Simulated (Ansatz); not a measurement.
The reference is Cr in the simple cubic structure (space group Pm-3m, No. 221; a = 2.308 Å; not spin-polarised; a hypothetical phase, not in the database extracts checked; relaxed with 0.1 eV smearing).

Calculations: plane-wave PAW DFT at the PBEsol level (Ansatz, a first-principles code, 420 eV), scalar-relativistic without spin-orbit coupling.

For the base:

| Quantity | Result |
|---|---|
| Pressure | 0.0 GPa |
| Band gap | zero |

Perturbation: every lattice vector is stretched by 0.85 %; the atoms relax in the strained cell.

Q: Estimate the effect on the pressure.

A: The pressure goes from zero to -5.0 GPa.

Q: What does the calculation give for the energy relative to the base after the change?

A: The energy grows by 5.1 meV/atom.

Q: Estimate the effect on the band gap.

A: The band gap is still zero.

Whether these cells are dynamically stable was not tested. Starting moments died away, wholly or in part, for the base; another magnetic solution may exist. The final runs are not spin-polarised.
